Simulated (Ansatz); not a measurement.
Input:

End structure of H on the 1x1 (111) surface of fcc Pt, one in a 1x1 cell, started at the site 'bridge Pt-Pt (span 2.8 Å)':

```
CELL_PARAMETERS angstrom
      2.80721     0.00000     0.00000
     -1.40361     2.43112     0.00000
      0.00000     0.00000    26.00000
ATOMIC_POSITIONS crystal
  Pt 0.33333 0.66667 0.36788
  Pt 0.66667 0.33333 0.45641
  Pt 0.99599 0.99800 0.54472
  Pt 0.32444 0.66222 0.63596
  H  0.65923 0.32962 0.67072
```

Model: 5-atom slab, 6.9 Å thick at the start under the adsorbate (thin: gaps and levels are the slab's own), 12x12x1 mesh, Fermi-Dirac 0.1 eV, dipole correction, 2 atoms held, the rest relaxed; symmetry of the start imposed; no spin, no spin-orbit, no U, no dispersion correction. At the end it is bonded to 3 Pt. In PBE it is, or lies within 0.03 eV of, the lowest of the starts that converged.

A negative adsorption energy means that the adsorbate is more stable on the surface than in its reference.

Estimate the change of the work function that PBE (Ansatz, a program for electronic structure) returns for this input.

-0.54 eV

Estimate the change of the step from the bottom to the top vacuum level, against the clean slab that PBE returns for this input.

-0.53 eV

What is the computed adsorption energy against ½ H2(g) (PBE)?

-0.38 eV

What is the computed work function of the top face (PBE)?

5.14 eV
